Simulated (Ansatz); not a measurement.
Lattice thermal conductivity of zinc blende ZnS at 300 K from the linearised phonon Boltzmann equation (three-phonon plus isotope scattering) in Ansatz (plane waves, PAW). Reference run: PBEsol, third-order constants from a 54-atom supercell out to 4.9 Å, harmonic mesh 6×6×6, k mesh 6×6×6, scattering mesh 17×17×17. Another polymorph of this substance is known too; which is more stable was not tested here. Dynamical quadrupoles are not included in the interpolation of the phonons between the solved wave vectors. Unless called populations, κ holds the coherence term between modes besides the Boltzmann populations.

```json
[
 {"run": "PBEsol, reference", "highest ν (THz)": "10.15", "κ (W/m/K)": "54"},
 {"run": "PBE", "highest ν (THz)": "9.78", "κ (W/m/K)": "[?]"},
 {"run": "r2SCAN", "highest ν (THz)": "10.26", "κ (W/m/K)": "42"}
]
```

Problem. What belongs in the gaps?

Solution. 
- PBE, κ (W/m/K): 37

The PAW data sets were generated under PBE and serve the other functionals too.

Ansatz is an electronic-structure program.
